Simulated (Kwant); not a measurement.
Model system: wire with a row of barriers in a GaAs two-dimensional gas. Effective mass 0.067 mₑ, grid spacing 2.5 nm, hard walls, nominal width 51 nm (21 grid rows, so walls 55 nm apart), one parabolic valley, scattering region 250 nm long along x; energies count from the band bottom; Fermi energy swept from 0.0012472 to 0.01481 eV. 2 barrier(s) across the wire, height 0.041 eV, thickness 10 nm (about 4 grid columns), spaced by 30 nm.

Constants are typed, rounded textbook-type inputs, not results; the design itself was drawn at random and stands for no fabricated device.

Model: effective-mass tight-binding model on a square grid, one spin, coherent transport at 0 K (Kwant). Conductance is in e²/h.

Question: How many channels do the leads carry at E = 4.74, 10.2, 13.1 meV?

Answer: The hard-wall thresholds are n² ħ²π²/(2mW²) = n² × 1.86 meV with W = 55 nm. √(4.74/1.86) = 1.60, so 1. √(10.2/1.86) = 2.35, so 2. √(13.1/1.86) = 2.66, so 2.
